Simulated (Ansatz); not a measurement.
A computed series for CdTe: pressure series

The reference is CdTe in the zinc blende structure (space group F-43m, No. 216; a = 6.4086 Å).

Cell and atoms are relaxed at each pressure.

Computed with LDA in Ansatz (plane waves to 420 eV, PAW, without spin-orbit coupling).

Notes on the quantities. hole mass: degenerate bands, along [100].

```csv
change,electron mass,width of the top valence band,shortest interatomic distance,hole mass
base,0.050 mₑ (at Γ),2.38 eV,2.775 Å,"0.051, 0.48, 0.48 mₑ (at Γ)"
pressure −2 GPa,0.041 mₑ (at Γ),2.16 eV,2.821 Å,"0.041, 0.52, 0.52 mₑ (at Γ)"
pressure −1 GPa,0.046 mₑ (at Γ),2.28 eV,2.796 Å,"0.047, 0.50, 0.50 mₑ (at Γ)"
pressure 0.9 GPa,0.054 mₑ (at Γ),2.46 eV,2.758 Å,"0.055, 0.46, 0.46 mₑ (at Γ)"
pressure 2.1 GPa,0.058 mₑ (at Γ),2.57 eV,2.737 Å,"0.059, 0.45, 0.45 mₑ (at Γ)"
pressure 4.5 GPa,0.065 mₑ (at Γ),2.76 eV,2.701 Å,"0.066, 0.42, 0.42 mₑ (at Γ)"
pressure 9 GPa,0.075 mₑ (at Γ),3.07 eV,2.649 Å,"0.076, 0.38, 0.38 mₑ (at Γ)"
pressure 15 GPa,0.084 mₑ (at Γ),3.43 eV,2.595 Å,"0.085, 0.34, 0.34 mₑ (at Γ)"
pressure 22.5 GPa,0.093 mₑ (at Γ),3.77 eV,2.544 Å,"0.094, 0.31, 0.31 mₑ (at Γ)"
pressure 30 GPa,"2.9 mₑ along k, 0.25 mₑ across (at X)",4.06 eV,2.503 Å,"0.10, 0.28, 0.28 mₑ (at Γ)"
```

Spin-orbit coupling, missing from the scalar runs, can matter with Te. The levels and masses belong to the bands next to the band gap. Load acts through the strain it causes; cell and atoms are relaxed under it. Effective masses come from finite differences of ±0.01 Å⁻¹. Along k means along the line from Γ to the band edge. No phonon test of stability was made. Measured, CdTe leaves this structure (for cinnabar) near 3.53 GPa (temperature not stated; as listed in Datta, Sujoy, Jana, Debnarayan, arXiv (2020)), on rising pressure, with hysteresis.

Ansatz is a program for electronic structure.
